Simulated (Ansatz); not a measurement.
Base system: HfO$_{2}$ (space group Pca2_1, No. 29; a = 5.2472 Å, b = 5.0306 Å, c = 5.0598 Å).

Level of theory: r2SCAN in Ansatz (plane waves to 500 eV, PAW, spin-orbit coupling left out), earlier PAW set.

Base values:

The band gap is 4.97 eV and the shortest interatomic distance is 2.031 Å.

One thing is altered: cell and atoms relaxed at a pressure of 3 GPa.

Task: Predict the new band gap.

Result: The band gap increases by 0.04 eV, from 4.97 eV to 5.01 eV.

Task: Predict the new shortest interatomic distance.

Result: The shortest interatomic distance falls by 0.0058 Å, from 2.031 Å to 2.026 Å.

Spin-orbit coupling, missing from the scalar runs, can matter with Hf. Load acts through the strain it causes; cell and atoms are relaxed under it. No phonon test of stability was made. This is not the structure that HfO2 has at room temperature and ambient pressure.

Ansatz is an electronic-structure program.
